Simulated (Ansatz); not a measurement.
Take Ag in the fcc (Cu type) structure (space group Fm-3m, No. 225; relaxed with 0.1 eV smearing) as the base.

Ag is taken in the cubic space group Fm-3m (No. 225), the fcc (Cu type) structure, Pearson symbol cF4. Conventional cell: a = b = c = 4.1043 Å, α = β = γ = 90.00°. Ag on 4a sees 12 Ag at 2.902 Å (cuboctahedral). (Neighbours: up to the widest gap in distance over summed covalent radii, below 1.35, at either atom.)
(The calculation used a cell of 1 atom; values per cell refer to that cell.)

Computed with plane-wave PAW DFT at the r2SCAN level (Ansatz, a first-principles code, 500 eV), without spin-orbit coupling.

Strains are applied to the cell and any free atomic positions relax.

One change was made to it. Results:

The pressure goes from zero to 9.7 GPa; the energy grows by 35 meV/atom.

Task: Which of these changes matches the shifts?
A) isotropic strain −1.50 %
B) isotropic strain −2.50 %
C) isotropic strain −3.00 %

Result: B, isotropic strain −2.50 %. For comparison, the energy relative to the base in the other runs: isotropic strain −1.50 % gives +12 meV/atom; isotropic strain −3.00 % gives +52 meV/atom.

No phonon test of stability was made.
